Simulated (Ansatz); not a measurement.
Density of states of a (111) slab of KF (cut from a parent of space group no. 225; 16 atoms in the cell).

```
KF
1.0
    7.62194     0.00000     0.00000
    3.81097     6.60079     0.00000
    0.00000     0.00000    18.59760
K F
8 8
Direct
  0.63507   0.63507   0.45880
  0.13507   0.13507   0.45880
  0.63507   0.13507   0.45880
  0.13507   0.63507   0.45880
  0.30174   0.30174   0.62361
  0.80174   0.80174   0.62361
  0.30174   0.80174   0.62361
  0.80174   0.30174   0.62361
  0.80174   0.80174   0.37639
  0.30174   0.30174   0.37639
  0.80174   0.30174   0.37639
  0.30174   0.80174   0.37639
  0.46840   0.46840   0.54120
  0.96840   0.96840   0.54120
  0.46840   0.96840   0.54120
  0.96840   0.46840   0.54120
```

Method: PBEsol, PAW files made with PBE (plane waves; Ansatz, a program for electronic structure).

SCF settings: kpoints.mp_grid.grid = 2 2 1; hamiltonian.xc = pbesol; hamiltonian.pseudopotentials = {kind: paw} (the program's default PAW files); scf.occupations.method = gaussian; scf.occupations.width = 0.136 eV. Keys of the DOS step: output.dos.nscf_kmesh.grid = 3 3 1; output.dos.method = {smearing: {sigma: 0.3}} eV.

The starting cell comes from a database of computed structures (which also holds hypothetical and non-ambient phases and stackings), without a prior relaxation at this level. The slab is cut from that crystal, and its faces are unrelaxed. Its lattice was rescaled in the plane by a random factor within 2.5 % of one. Spin polarisation is off, though cut faces can carry moments. The two faces of this cut differ, and no dipole correction was used.

Total DOS (both spins), as means of the tabulated values in each energy bin; the zero is the program's Fermi level or highest filled level, and the curve is cut to this window:

```
E (eV) | states/eV/cell
    -7.88 |  0.00
    -7.62 |  0.00
    -7.38 |  0.00
    -7.12 |  0.00
    -6.88 |  0.00
    -6.62 |  0.00
    -6.38 |  0.00
    -6.12 |  0.00
    -5.88 |  0.00
    -5.62 |  0.00
    -5.38 |  0.00
    -5.12 |  0.02
    -4.88 | # 0.83
    -4.62 | ####### 8.76
    -4.38 | ####################### 30.9
    -4.12 | ############################ 37.8
    -3.88 | ############ 15.6
    -3.62 | ## 2.05
    -3.38 |  0.08
    -3.12 |  0.00
    -2.88 |  0.00
    -2.62 |  0.00
    -2.38 |  0.00
    -2.12 |  0.00
    -1.88 |  0.00
    -1.62 |  0.00
    -1.38 |  0.01
    -1.12 |  0.12
    -0.88 | # 1.21
    -0.62 | ####### 9.33
    -0.38 | ######################## 31.7
    -0.12 | ############################## 40.0
     0.12 | ############## 18.8
     0.38 | #### 5.69
     0.62 | ### 3.65
     0.88 | ## 2.01
```

Keys are those of Ansatz 0.2.
